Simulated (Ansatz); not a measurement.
SiSe2: pressure series

Base system: SiSe2 (space group Ibam, No. 72; a = 6.615 Å, b = 11.269 Å, c = 5.933 Å; made of chains).

Cell and atoms are relaxed at each pressure.

The values are results of PBE (Ansatz, an electronic-structure program), spin-orbit coupling left out, not measurements.

```tsv
pressure (GPa)	volume per atom (Å³/atom)
0	36.853
0.3	?
0.7	30.155
1.5	27.834
3	25.528
5	23.741
7.5	22.285
10	21.224
```

Question: Fit the third-order Birch–Murnaghan form P(V) = (3B₀/2)[(V₀/V)^(7/3) − (V₀/V)^(5/3)]·[1 + (3/4)(B₀′ − 4)((V₀/V)^(2/3) − 1)] (squares taken in P) to the rows shown and predict the withheld row.

Answer: Least squares on the printed values gives V₀ = 37.235 Å³/atom, B₀ = 0.330 GPa, B₀′ = 52.2; this predicts 32.199 Å³/atom, and the run gives 32.424 Å³/atom, 0.225 higher.

Load acts through the strain it causes; cell and atoms are relaxed under it. No phonon test of stability was made. No other phases were tried under pressure. No dispersion term is included, though the crystal is made of layers, chains or molecules, so its spacings can come out too wide.
